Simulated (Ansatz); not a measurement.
Output of an Ansatz run (abridged):

```
WARN ansatz: RAYON_NUM_THREADS=1 ignored (pool sized by the plan → 1); use --threads N
Pseudopotentials: kind: paw
Pseudopotential: K, paw, valence charge 9
Crystal: 1 atoms, lattice volume = 77.067 Å³
Basis set: ecut = 420 eV, 1505 PW (Γ), exchange–correlation on 64×64×64 points (8 copies of the dense FFT grid, shifted against one another)
Bands: 9, of which v1, the nominal top of the filled ones, is band 5 counted from 1 (4 counted from 0)
Symmetry: 48 space group operations
Space group: Im-3m (ITA 229), of the structure as read, at distance tolerance 4.3e-5 Å
k-points: 72 of 1728
Initial density: superposition of atomic densities (neutral atoms: chi_scale 0, normalization atom), corrected by the library's trained network
Initial wavefunctions: pseudopotential atomic-orbital guess
Eigensolver: davidson
Functional: x = pbe(κ = 0.804, μ = 0.2195149727645171), c = pbe(β = 0.06672455060314922)
SCF iter   1: F=—  HF=-1537.795339 eV  |F-HF|=—  |Δ(HF+E_count)|=         —  Δρ=3.37e-4  dr2=4.63e-5  ethr=1.77e-3  ⟨swp⟩=5.2  Hψ=4711  notcnv=0
all-band conjugate gradients solve this SCF's bands
preconditioner: auto → Kerker (q_TF=auto, 1.907 Å⁻¹)
SCF iter   2: F=—  HF=-1537.795177 eV  |F-HF|=—  |Δ(HF+E_count)|=   1.63e-4  Δρ=2.55e-4  dr2=5.08e-5  ethr=5.14e-7  ⟨swp⟩=2.2  Hψ=1584  notcnv=0
SCF iter   3: F=—  HF=-1537.795262 eV  |F-HF|=—  |Δ(HF+E_count)|=   8.52e-5  Δρ=9.52e-5  dr2=8.57e-6  ethr=5.14e-7  ⟨swp⟩=2.1  Hψ=926  notcnv=0
SCF iter   4: F=—  HF=-1537.795284 eV  |F-HF|=—  |Δ(HF+E_count)|=   2.25e-5  Δρ=4.21e-5  dr2=1.05e-6  ethr=9.52e-8  ⟨swp⟩=2.0  Hψ=932  notcnv=0
SCF iter   5: F=—  HF=-1537.795285 eV  |F-HF|=—  |Δ(HF+E_count)|=   4.26e-7  Δρ=1.60e-5  dr2=1.61e-7  ethr=1.17e-8  ⟨swp⟩=1.6  Hψ=688  notcnv=0
SCF iter   6: F=-1537.795285 eV  HF=-1537.795285 eV  |F-HF|=3.50e-11  |Δ(HF+E_count)|=   2.46e-8  Δρ=1.84e-6  dr2=2.77e-9  ethr=1.11e-9  ⟨swp⟩=4.3  Hψ=2701  notcnv=0
SCF 1 converged in 6 iterations: F = -1537.795285 eV  dr2 = 2.77e-9
SCF converged after 6 iterations
Free energy (F): -1537.795285 eV
Harris-Foulkes:  -1537.795285 eV  (|F-HF|=3.50e-11)
Internal energy: -1537.768642 eV  (E = F + TS)
E sigma→0 (E₀):  -1537.781963 eV
Entropy (-TS):   -0.026643 eV (-26.643 meV/atom)
Fermi energy:    1.572872 eV
--- Per-component energies (eV) ---
  E_band       = -144.725166
  E_kinetic    = 252.123473
  E_local      = -764.929668  (includes V_loc(G=0)·N_el)
  E_nonlocal   = 12.903077
  E_hartree    = 273.514117
  E_xc         = -133.707423
  E_vxc        = -162.972142  (∫ρ·V_xc dr)
  E_paw        = -781.834968  (= ΣΔE_a)
  E_vpaw       = -28.879082  (= ΣTr[D̂ρ^β])
  E_aug_tail   = -0.000003  (compensation charges beyond the density's cutoff)
  E_ewald      = -395.837248
  E_smearing   = -0.026643  (= −TS)
  E_closure    = -0.000000  (closes the sum)
  Σ components = -1537.795285   (vs F -1537.795285, Δ=0.00e0)
--- Forces (eV/Å), atoms counted from 1 ---
  atom   1  K     -0.00000000     0.00000000     0.00000000
  max |Σ_I F_I| component: 6.57e-32 eV/Å
--- Stress (GPa, compression-positive) ---
       -0.134651       0.000000      -0.000000
       -0.000000      -0.134651      -0.000000
        0.000000       0.000000      -0.134651
  P = ⅓ Tr σ = -0.1347 GPa (-1.347 kbar)
  The stress holds the Pulay correction. Without it, at fixed plane waves, as pw.x and ABINIT print it: P = -0.1349 GPa
--- Band table (eV; the first three rows and the last of 72) ---
  k-point 0: bands = ["-30.5826", "-14.0359", "-14.0359", "-14.0359", "-0.5157", "5.8115", "5.8115", "5.8115", "6.6811"]
  k-point 1: bands = ["-30.5823", "-14.0398", "-14.0372", "-14.0359", "-0.4326", "5.6835", "5.7020", "5.8754", "6.5304"]
  k-point 2: bands = ["-30.5817", "-14.0503", "-14.0408", "-14.0359", "-0.1865", "5.1895", "5.4457", "6.0649", "6.4463"]
  k-point 71: bands = ["-30.5767", "-14.0774", "-14.0774", "-14.0774", "3.2691", "3.2691", "4.9259", "4.9259", "4.9259"]
```

The structure:

```
CELL_PARAMETERS angstrom
     -2.68084     2.68084     2.68084
      2.68084    -2.68084     2.68084
      2.68084     2.68084    -2.68084
ATOMIC_POSITIONS crystal
  K  0.00000 0.00000 0.00000
```

Task: Write an input that gives this output.

Result: Other spellings and defaults could give the same log, and not every line can be read from it. The input that was run (DFT, PBE, plane waves, default PAW files):

Ansatz 0.2 input:
```yaml
# K
crystal:
  lattice:
    - [-2.680835, 2.680835, 2.680835]
    - [2.680835, -2.680835, 2.680835]
    - [2.680835, 2.680835, -2.680835]
  atoms:
    - { symbol: K, position: [0.000000, 0.000000, 0.000000] }
basis:
  ecutwfc: 420.0
kpoints:
  mp_grid:
    grid: [12, 12, 12]
hamiltonian:
  xc: pbe
  pseudopotentials:
    kind: paw
scf:
  occupations:
    method: fermi_dirac
    width: 0.1
output:
  forces: true
  eigenvalues: true
  stress: true
```

The starting cell comes from a database of computed structures (which also holds hypothetical and non-ambient phases and stackings), without a prior relaxation at this level. Its lattice was rescaled by a random factor within 2.5 % of one. Ansatz's pressure includes its estimate of the finite-basis (Pulay) stress.

Ansatz is a first-principles code.
